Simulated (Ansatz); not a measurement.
Base system: Al$_{3}$Pt$_{2}$ (space group P-3m1, No. 164; a cell from a computed database, its experimental status unchecked).

Al3Pt2 is taken in the trigonal space group P-3m1 (No. 164), Pearson symbol hP5. Cell: a = b = 4.204 Å, c = 5.184 Å, α = β = 90.00°, γ = 120.00°. Al1 on 1a sees 6 Pt at 2.573 Å and 6 Al at 3.041 Å. Al2 on 2d has 5 Pt at 2.499–2.686 Å and 3 Al at 2.864 Å and 3 Al at 3.041 Å. Pt on 2d is coordinated by 8 Al at 2.499–2.686 Å and 3 Pt at 2.968 Å. (Neighbours: up to the widest gap in distance over summed covalent radii, below 1.35, at either atom.)

Levels (all Ansatz, a program for electronic structure, PAW): PBEsol (420 eV, spin-orbit coupling left out); PBEsol+SOC (420 eV, noncollinear with spin-orbit coupling).

The geometry is relaxed with PBEsol.

- PBEsol pressure: 0.0 GPa

With PBEsol+SOC at the same geometry, the pressure goes from zero to -0.5 GPa.

Single points use the geometry relaxed with PBEsol. Differences between runs with and without spin-orbit coupling are approximate. Whether these cells are dynamically stable was not tested. The runs without spin-orbit coupling are not spin-polarised.
